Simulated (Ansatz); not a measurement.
Base system: WSi$_{2}$ (space group I4/mmm, No. 139; relaxed with 0.1 eV smearing).

```yaml
crystal:
  lattice:
    - [-1.59264, 1.59264, 3.88656]
    - [1.59264, -1.59264, 3.88656]
    - [1.59264, 1.59264, -3.88656]
  atoms:
    - { symbol: Si, position: [0.66535, 0.66535, 0.00000] }
    - { symbol: Si, position: [0.33465, 0.33465, 0.00000] }
    - { symbol: W, position: [0.00000, 0.00000, 0.00000] }
```

Cartesian axes are those of the cell as printed.

Method: LDA in Ansatz (plane waves to 420 eV, PAW, no spin-orbit coupling).

For the base:

| Quantity | Value |
|---|---|
| Pressure | 0.0 GPa |
| Shortest interatomic distance | 2.571 Å |
| Band gap | zero |

It is then changed as follows: the cell is compressed by 2.50 % along x with no lateral relaxation, atoms relaxed at fixed cell.

**Question.** How does this affect the energy relative to the base?

**Answer.** The energy goes up by 12 meV/atom.

**Question.** Predict the new pressure.

**Answer.** The pressure (mean of the normal stresses, compression positive) goes from zero to 6.2 GPa.

**Question.** What does the calculation give for the shortest interatomic distance after the change?

**Answer.** The shortest interatomic distance stays 2.571 Å.

**Question.** Estimate the effect on the band gap.

**Answer.** The band gap remains zero.

The cells carry an imposed strain or load. Whether these cells are dynamically stable was not tested. All final runs are without spin polarisation.

Ansatz is a first-principles code.
